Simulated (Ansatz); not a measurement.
Given:

```xyz
3
Lattice="0.0000 2.9273 2.9273 2.9273 0.0000 2.9273 2.9273 2.9273 0.0000" Properties=species:S:1:pos:R:3 pbc="T T T"
Li     1.4636     1.4636     1.4636
Li     4.3909     4.3909     4.3909
Se     0.0000     0.0000     0.0000
```

No spin polarisation.

Level of theory: Ansatz (a program for electronic structure), PBE, PAW, cutoff 420 eV, no spin-orbit coupling. k-mesh 10×10×10 (Γ-centred); smearing 0.05 eV (Fermi–Dirac).

### Question
What gap character does the calculation give?

### Answer
Indirect, Γ → X.

### Question
What electron mass does the calculation give?

### Answer
0.61 mₑ along k, 0.30 mₑ across (at X).

### Question
What smallest direct gap does the calculation give?

### Answer
3.71 eV.

Load acts through the strain it causes; cell and atoms are relaxed under it. Masses are band curvatures over ±0.01 Å⁻¹ around the edge. Along k means along the line from Γ to the band edge. No phonon test of stability was made. The cell was made from Li2Se in the anti-fluorite structure (space group Fm-3m, No. 225) by this change: pressure 3 GPa.
